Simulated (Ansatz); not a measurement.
Take ZnS in the wurtzite structure (space group P6_3mc, No. 186; a = 3.8451 Å, c = 6.3057 Å) as the base. Axes: x lies along a and z along c of the hexagonal cell.

(Cell as relaxed with PBE.)

Levels (all Ansatz, a quantum-chemistry and plane-wave program, PAW, earlier PAW set): PBE (420 eV, scalar-relativistic without spin-orbit coupling); r2SCAN (500 eV, no spin-orbit coupling).

Each level relaxes its own structure.

```csv
base,PBE,r2SCAN
volume per atom,20.19 Å³,19.60 Å³
lattice parameter a,3.845 Å,3.807 Å
band gap,2.07 eV,2.77 eV
```

Modification: uniaxial strain ε_zz = −1.08 %, all other strain components held at zero, atoms relaxed at fixed cell.

| quantity | PBE | r2SCAN |
|---|---|---|
| band gap | 2.15 eV | … |
| stress (xx, yy, zz, yz, xz, xy; compression positive) | (0.43, 0.43, 1.50, 0.00, 0.00, 0.00) GPa | … |
| energy relative to the base (free energy F) | +1.0 meV/atom | … |
| shift of the gap caused by the change | +0.08 eV | … |

Problem. Predict the r2SCAN column.

Solution. 
- band gap, r2SCAN: 2.86 eV
- stress (xx, yy, zz, yz, xz, xy; compression positive), r2SCAN: (0.49, 0.49, 1.68, 0.00, 0.00, 0.00) GPa
- energy relative to the base (free energy F), r2SCAN: +1.1 meV/atom
- shift of the gap caused by the change, r2SCAN: +0.08 eV

PBE's band gap lies 0.71 eV below r2SCAN's; the two agree on the shift of the gap caused by the change. Neither level is exact; r2SCAN is the comparison here, not a measurement.

No phonon test of stability was made.
